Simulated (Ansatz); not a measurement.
Take Ta₂N in the anti-CdI2 type structure (space group P-3m1, No. 164; a = 3.0738 Å, c = 4.8552 Å; relaxed with 0.1 eV smearing) as the base. Axes: x lies along a and z along c of the hexagonal cell.

(Cell as relaxed with PBE-D3(BJ).)

Levels (all Ansatz, a program for electronic structure, PAW): PBE-D3(BJ) (420 eV, no SOC); r2SCAN+rVV10 (500 eV, spin-orbit coupling left out).

Each level relaxes its own structure.

| base | PBE-D3(BJ) | r2SCAN+rVV10 |
|---|---|---|
| volume per atom | 13.24 Å³ | 13.26 Å³ |
| lattice parameter a | 307.4 pm | 306.5 pm |
| band gap | zero | zero |

The change: compressive biaxial strain of 2.40 % in the plane normal to [001], as in epitaxy on a mismatched substrate; the out-of-plane cell vector and the atoms relax.

```
quantity                       PBE-D3(BJ)  r2SCAN+rVV10
-----------------------------  ----------  ------------
ratio −ε⊥/ε∥                         1.12    (withheld)
shortest interatomic distance    216.2 pm    (withheld)
```

What does r2SCAN+rVV10 give?


- ratio −ε⊥/ε∥, r2SCAN+rVV10: 1.17
- shortest interatomic distance, r2SCAN+rVV10: 216.6 pm

PBE-D3(BJ)'s ratio −ε⊥/ε∥ lies 0.05 below r2SCAN+rVV10's; PBE-D3(BJ)'s shortest interatomic distance lies 0.46 pm below r2SCAN+rVV10's (0.2 %). Neither level is exact; r2SCAN+rVV10 is the comparison here, not a measurement.

Stability against distortions was not tested. The final runs are not spin-polarised. An odd electron count without spin: Ta2N.
